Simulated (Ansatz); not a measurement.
System: interstitial H in polar orthorhombic HfO2 with all lengths changed by -1 % (charge state +1). The step: H moves alone to another site; the atom moves 1.31 Å along (0.19, -0.13, -0.12) of the unit cell; the moving atom starts with neighbours O at 0.98, O at 1.92 Å and ends with O at 1.00, O at 1.74, O at 1.99 Å. DFT values are from Ansatz (plane-wave PAW, 420 eV unless said) in a cell of 96 host sites, spin-restricted, static, with no finite-size correction. The host's phase is taken as given; its stability against other phases was not computed. The charge state is imposed; whether it is stable for some Fermi level was not computed. Sites that were not tried may lie lower. For the PBE band: the saddle point's order was not checked.

```tsv
Level	Forward barrier (eV)	Cost of the band or of the saddle's single point
PBE, the Γ point alone, band relaxed	0.41	about 30 core-minutes (a rough figure)
PBE, a 2×2×2 k-point mesh shifted by half a step, same geometries	0.40	about 13 core-minutes (a rough figure)
```

Ansatz is a quantum-chemistry and plane-wave program.
